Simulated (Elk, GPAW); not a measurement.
An Elk input for a self-consistent single point of NaTlO (P6_3mc, 6 atoms in the cell) (DFT, PBEsol, all-electron FP-LAPW, Elk's shipped species files, default APW+lo basis):

```
tasks
  0

xctype
  22

rmtscf
  0.95

stype
  0

swidth
  0.0001

maxscl
  100

scale
  1.889726125

avec
    3.4843898518    0.0000000344    0.0000000000
   -1.7421949557    3.0175701112    0.0000000000
    0.0000000000    0.0000000000   11.3945900000

sppath
  'species/'

atoms
  3
  'Na.in'
  2
  0.6666666667  0.3333333333  0.8938900000    0.0 0.0 0.0
  0.3333333333  0.6666666667  0.3938900000    0.0 0.0 0.0
  'Tl.in'
  2
  0.3333333333  0.6666666667  0.1157200000    0.0 0.0 0.0
  0.6666666667  0.3333333333  0.6157200000    0.0 0.0 0.0
  'O.in'
  2
  0.0000000000  0.0000000000  0.9904000000    0.0 0.0 0.0
  0.0000000000  0.0000000000  0.4904000000    0.0 0.0 0.0

ngridk
  7 7 2
```

Problem. Translate this input to GPAW.

Solution. This is the input that was run; spellings and numerical settings could be chosen otherwise.

```python
from ase import Atoms
from ase.units import GPa
from gpaw import GPAW, PW

atoms = Atoms(['Na', 'Na', 'Tl', 'Tl', 'O', 'O'],
              cell=[[3.484390, 0.000000, 0.000000],
                    [-1.742195, 3.017570, 0.000000],
                    [0.000000, 0.000000, 11.394590]],
              scaled_positions=[[0.666667, 0.333333, 0.893890],
                                [0.333333, 0.666667, 0.393890],
                                [0.333333, 0.666667, 0.115720],
                                [0.666667, 0.333333, 0.615720],
                                [0.000000, 0.000000, 0.990400],
                                [0.000000, 0.000000, 0.490400]],
              pbc=True)

calc = GPAW(mode=PW(950),
            xc='PBEsol',
            kpts={'size': (7, 7, 2), 'gamma': True},
            occupations={'name': 'fixed-uniform'},
            nbands=-6,
            convergence={'bands': -4},
            symmetry={'symmorphic': False, 'tolerance': 0.0005},
            maxiter=120)

atoms.calc = calc

energy = atoms.get_potential_energy()
print('Energy (eV):', round(energy, 6))
forces = atoms.get_forces()
print('Forces (eV/Ang):')
print(forces.round(5))
stress = atoms.get_stress()
print('Stress (GPa, Voigt):', (stress / GPa).round(4))
```

Basis, cutoffs, solver keys and any potentials are the target program's own. This input uses DFT PBEsol, plane waves, GPAW PAW datasets PBEsol (made by gpaw-setup).

The starting cell comes from a database of computed structures (which also holds hypothetical and non-ambient phases and stackings), without a prior relaxation at this level.
